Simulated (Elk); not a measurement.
A self-consistent single point of Al3Sc (Pm-3m, 4 atoms in the cell) with Elk

Computed with PBE, all-electron FP-LAPW, Elk's shipped species files, APW+lo basis with extra local orbitals (Elk).

Input as run:

```
tasks
  0

xctype
  20

rgkmax
  7.5

gmaxvr
  16.0

nxlo
  2

lorbcnd
  .true.

lmaxi
  3

stype
  0

swidth
  0.00999582

maxscl
  100

avec
    7.7068133623    0.0000000000    0.0000000000
    0.0000000000    7.7068133623    0.0000000000
    0.0000000000    0.0000000000    7.7068133623

atoms
  2
  'Sc.in'
  1
  0.0000000000  0.0000000000  0.0000000000    0.0 0.0 0.0
  'Al.in'
  3
  0.0000000000  0.5000000000  0.5000000000    0.0 0.0 0.0
  0.5000000000  0.0000000000  0.5000000000    0.0 0.0 0.0
  0.5000000000  0.5000000000  0.0000000000    0.0 0.0 0.0

ngridk
  8 8 8
```

Output (repeated stretches shortened):

```
│ Elk code version 10.2.4 │

All units are atomic (Hartree, Bohr, etc.)

│ Ground-state run starting from atomic densities │

Lattice vectors :
   7.706813362       0.000000000       0.000000000
   0.000000000       7.706813362       0.000000000
   0.000000000       0.000000000       7.706813362

Unit cell volume      :    457.7459654
Brillouin zone volume :   0.5418949203

Muffin-tin inner radius fraction :   0.1000000000E-01

Nuclei treated as point charges

Species :    1 (Sc)
 parameters loaded from : Sc.in
 name : scandium
 nuclear charge    :   -21.00000000
 electronic charge :    21.00000000
 atomic mass :    81949.61066
 muffin-tin radius :    2.400000000
 number of radial points in muffin-tin :    497
 atomic positions (lattice), magnetic fields (Cartesian) :
   1 :   0.00000000  0.00000000  0.00000000    0.00000000  0.00000000  0.00000000

Species :    2 (Al)
 parameters loaded from : Al.in
 name : aluminium
 nuclear charge    :   -13.00000000
 electronic charge :    13.00000000
 atomic mass :    49184.33492
 muffin-tin radius :    2.200000000
 number of radial points in muffin-tin :    397
 atomic positions (lattice), magnetic fields (Cartesian) :
   1 :   0.00000000  0.50000000  0.50000000    0.00000000  0.00000000  0.00000000
   2 :   0.50000000  0.00000000  0.50000000    0.00000000  0.00000000  0.00000000
   3 :   0.50000000  0.50000000  0.00000000    0.00000000  0.00000000  0.00000000

Total number of atoms per unit cell :    4

Spin treatment :
 spin-unpolarised

Number of Bravais lattice symmetries :   48
Number of crystal symmetries         :   48
Crystal has inversion symmetry
Real symmetric eigensolver will be used

k-point grid :      8     8     8
k-point offset :    0.000000000       0.000000000       0.000000000
k-point set is reduced with full crystal symmetry group
Total number of k-points :       35

Muffin-tin radius times maximum |G+k| :    7.500000000
 using average radius
Maximum |G+k| for APW functions       :    3.333333333
Maximum (1/2)|G+k|²                   :    5.555555556
Maximum |G| for potential and density :    16.00000000
 potential will be trimmed for |G| > 2 gkmax
Constant for pseudocharge density :   10
Radial integration step length :    4

G-vector grid sizes :     40    40    40
Number of G-vectors :    31559

Maximum angular momentum used for
 APW functions                      :    8
 outer part of muffin-tin           :    6
 inner part of muffin-tin           :    3

Total nuclear charge    :   -60.00000000
Total core charge       :    22.00000000
Total valence charge    :    38.00000000
Total excess charge     :    0.000000000
Total electronic charge :    60.00000000

Effective Wigner radius, rₛ :    1.221222757

Number of empty states         :   16
Total number of valence states :   35
Total number of core states    :   22

Conduction state local-orbitals added automatically
Total number of local-orbitals :  282

Exchange-correlation functional :     20     0     0
 Perdew-Burke-Ernzerhof, Phys. Rev. Lett. 77, 3865 (1996)
 gradient requirement :    1
 generalised gradient approximation (GGA)

Smearing type :    0
 Gaussian
Smearing width :   0.9995820000E-02
Effective electronic temperature (K) :    3156.430308

Mixing type :    3
 Broyden mixing, J. Phys. A: Math. Gen. 17, L317 (1984)

Kohn-Sham potential initialised from atomic data

│ Self-consistent loop started │
│ Loop number : 1 │
 total energy                :     -1495.60883306
│ Loop number : 2 │
 total energy                :     -1495.57779180
RMS change in Kohn-Sham potential (target) :   0.6015231527     (  0.1000000000E-05)
Absolute change in total energy (target)   :   0.3104125675E-01 (  0.1000000000E-03)
│ Loop number : 3 │
 total energy                :     -1495.16661728
RMS change in Kohn-Sham potential (target) :   0.3533233569     (  0.1000000000E-05)
Absolute change in total energy (target)   :   0.4189348349     (  0.1000000000E-03)
│ Loop number : 4 │
 total energy                :     -1493.48835562
RMS change in Kohn-Sham potential (target) :   0.1241529953     (  0.1000000000E-05)
Absolute change in total energy (target)   :    1.782995367     (  0.1000000000E-03)
│ Loop number : 5 │
 total energy                :     -1493.26581819
RMS change in Kohn-Sham potential (target) :   0.3961967115E-01 (  0.1000000000E-05)
Absolute change in total energy (target)   :   0.6682862750     (  0.1000000000E-03)
│ Loop number : 6 │
 total energy                :     -1492.96490720
RMS change in Kohn-Sham potential (target) :   0.8903978250E-02 (  0.1000000000E-05)
Absolute change in total energy (target)   :   0.4679825527     (  0.1000000000E-03)
│ Loop number : 7 │
 total energy                :     -1492.93132922
RMS change in Kohn-Sham potential (target) :   0.1278184950E-02 (  0.1000000000E-05)
Absolute change in total energy (target)   :   0.1505736198     (  0.1000000000E-03)
│ Loop number : 8 │
 total energy                :     -1492.91027199
RMS change in Kohn-Sham potential (target) :   0.4513994906E-03 (  0.1000000000E-05)
Absolute change in total energy (target)   :   0.5870063355E-01 (  0.1000000000E-03)
│ Loop number : 9 │
 total energy                :     -1492.91364756
RMS change in Kohn-Sham potential (target) :   0.4065015616E-04 (  0.1000000000E-05)
Absolute change in total energy (target)   :   0.1129959731E-01 (  0.1000000000E-03)
│ Loop number : 10 │
 total energy                :     -1492.91300490
RMS change in Kohn-Sham potential (target) :   0.9000975830E-05 (  0.1000000000E-05)
Absolute change in total energy (target)   :   0.3467552108E-02 (  0.1000000000E-03)
│ Loop number : 11 │
 total energy                :     -1492.91345445
RMS change in Kohn-Sham potential (target) :   0.6415236471E-05 (  0.1000000000E-05)
Absolute change in total energy (target)   :   0.4173365585E-03 (  0.1000000000E-03)
│ Loop number : 12 │
 total energy                :     -1492.91337698
RMS change in Kohn-Sham potential (target) :   0.3412960273E-05 (  0.1000000000E-05)
Absolute change in total energy (target)   :   0.1818085484E-03 (  0.1000000000E-03)
│ Loop number : 13 │
 total energy                :     -1492.91324263
RMS change in Kohn-Sham potential (target) :   0.2687810121E-06 (  0.1000000000E-05)
Absolute change in total energy (target)   :   0.1798066301E-03 (  0.1000000000E-03)
│ Loop number : 14 │
 total energy                :     -1492.91323452
RMS change in Kohn-Sham potential (target) :   0.1606933142E-06 (  0.1000000000E-05)
Absolute change in total energy (target)   :   0.5305449690E-04 (  0.1000000000E-03)
Convergence targets achieved

│ Loop number : 15 │

Energies :
 Fermi                       :     0.284388022264
 sum of eigenvalues          :     -833.468804269
 electron kinetic            :      1500.60125159
 core electron kinetic       :      1257.64102200
 Coulomb                     :     -2898.28342451
 Coulomb potential           :     -2211.08122743
 nuclear-nuclear             :     -228.770960627
 electron-nuclear            :     -3127.94370033
 Hartree                     :      458.431236449
 Madelung                    :     -1792.74281079
 xc potential                :     -122.988828433
 exchange                    :     -92.8279404390
 correlation                 :     -2.40312059679
 total energy                :     -1492.91323395

Density of states at Fermi energy :    35.73427115
 (states/Hartree/unit cell)

Estimated indirect band gap :   0.1010527050E-02
 from k-point     17 to k-point     28
Estimated direct band gap   :   0.1622646404E-01
 at k-point     11

Charges :
 core                        :    22.00000000
 valence                     :    38.00000000
 interstitial                :    6.979822863
 muffin-tins (core leakage)
  species :    1 (Sc)
   atom    1                 :    19.31286912     (  0.3365503431E-08)
  species :    2 (Al)
   atom    1                 :    11.23576934     (  0.4744009396E-03)
   atom    2                 :    11.23576934     (  0.4744009396E-03)
   atom    3                 :    11.23576934     (  0.4744009396E-03)
 total in muffin-tins        :    53.02017714
 total calculated charge     :    59.97787984
 total charge                :    60.00000000
 error                       :   0.2212016261E-01

│ Self-consistent loop stopped │
```

The run converged in 15 iterations. The count includes the last loop, which Elk runs after its targets are met.

The starting cell has typed, rounded lattice constants, without a prior relaxation at this level. Its lattice was rescaled by a random factor within 2.5 % of one. Values depend on the basis (sphere radii, cutoffs, local orbitals), which need not be converged. The log's line on a gap gives a spacing of levels on this mesh, which the program prints for metals too.

Cost on one core of a shared machine: roughly 70 s.
